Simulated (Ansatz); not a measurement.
**Mo, response to strain**

Consider Mo in the bcc (W type) structure (space group Im-3m, No. 229; relaxed with 0.1 eV smearing).

```
Mo
1.0
   -1.56498     1.56498     1.56498
    1.56498    -1.56498     1.56498
    1.56498     1.56498    -1.56498
Mo
1
Cartesian
  0.00000   0.00000   0.00000
```

Cartesian axes are those of the cell as printed.

Strains are applied to the cell and any free atomic positions relax; under biaxial strain the out-of-plane vector relaxes too.

Method: PBEsol in Ansatz (plane waves to 420 eV, PAW, no spin-orbit coupling).

Notes on the quantities. energy relative to the base: free energy F.

| biaxial strain, plane normal [001], relaxed out of plane (%) | energy relative to the base (meV/atom) |
|---|---|
| 0 | 0.0 |
| 0.5 | 1.3 |
| 1 | 5.1 |
| 1.5 | 11.4 |
| 2 | ? |
| 2.5 | 30.8 |
| 3 | 43.9 |

Question: Fit ΔE = Aε² + Bε³ (ε in %) to the rows shown and predict the withheld row.

Answer: Least squares on the printed values gives A = 5.22 and B = -0.12 meV/atom (largest residual 0.0 meV/atom); this predicts 20.0 meV/atom, and the run gives 20.0 meV/atom, in agreement.

No phonon test of stability was made. The final runs are not spin-polarised.

Ansatz is a first-principles code.
